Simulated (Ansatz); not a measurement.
The starting structures come from a database of crystals and need not be the phases stable at ambient conditions.

 Where the default PAW files enter, the runs use the earlier of Ansatz's two default sets.

Input:

```yaml
crystal:
  lattice:
    - [4.63327, 0.00000, 0.00000]
    - [0.00000, 7.60243, 0.00000]
    - [2.31663, 0.00000, 4.01253]
  atoms:
    - { symbol: Cd, position: [0.33333, 0.99964, 0.33333] }
    - { symbol: Cd, position: [0.66667, 0.49964, 0.66667] }
    - { symbol: Te, position: [0.33333, 0.62536, 0.33333] }
    - { symbol: Te, position: [0.66667, 0.12536, 0.66667] }
```

Space group of this cell: P6_3mc, wurtzite. The cell is taken as given.

Calculation: r2SCAN (plane waves, PAW; Ansatz, a program for electronic structure).

The current runs along the normal of the first two printed vectors; no spin-orbit coupling. Scaled by the factor s: both lengths across the current (ions clamped). The meshes follow the cell: 8×4×8 and 8×4 across at s = 0.98, 8×4×8 and 8×4 across at s = 1.00, 8×4×8 and 6×4 across at s = 1.02.

```csv
s,mean pressure (GPa),band gap (eV)
0.98,1.8,1.32
1.00,0.0,1.20
1.02,-1.5,?
```

Take the slope of the band gap against ln s from the two given rows, extrapolate to s = 1.02, and say what the run there gives.

Slope = (1.32 − 1.20) / ln 0.98 = -5.94 eV. The line gives 1.20 + (-5.94) × ln 1.02 = 1.08 eV. The run gives 1.03 eV, 0.05 eV under the line, 45 % of the predicted step.
